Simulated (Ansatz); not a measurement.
**CsCl-type FeAl**

Method: LDA (Ansatz, a quantum-chemistry and plane-wave program, PAW).

Numerical settings: plane-wave cutoff 520 eV, 16×16×16 k mesh, Fermi–Dirac smearing 0.1 eV, perturbation theory, force constants from a 4×4×4 q mesh, no spin polarisation, scalar-relativistic PAW data made under PBE.

Cell: relaxed at this level.

| Quantity | Value |
|---|---|
| zone-centre TO phonon frequency | 368 cm⁻¹ |
| zero-point energy | 0.051 eV/atom |
